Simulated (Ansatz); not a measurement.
Base system: InAs in the zinc blende structure (space group F-43m, No. 216).

```xyz
2
Lattice="0.0000 3.0437 3.0437 3.0437 0.0000 3.0437 3.0437 3.0437 0.0000" Properties=species:S:1:pos:R:3 pbc="T T T"
As     1.5218     1.5218     1.5218
In     0.0000     0.0000     0.0000
```

The values are results of PBEsol (Ansatz, a program for electronic structure; PAW; 420 eV plane waves; without spin-orbit coupling), not measurements.

Base values:

The band gap comes out as zero and the gap character is absent.

Now apply this change: full substitution In → Al, then cell and atoms are relaxed.

What does the calculation give for the band gap after the change?

The band gap goes from zero to 1.34 eV.

Estimate the effect on the gap character.

The gap character changes from absent to indirect, Γ → X.

Whether these cells are dynamically stable was not tested. The final runs are not spin-polarised. A zero or small gap of InAs can be the functional's error rather than a property of the material.
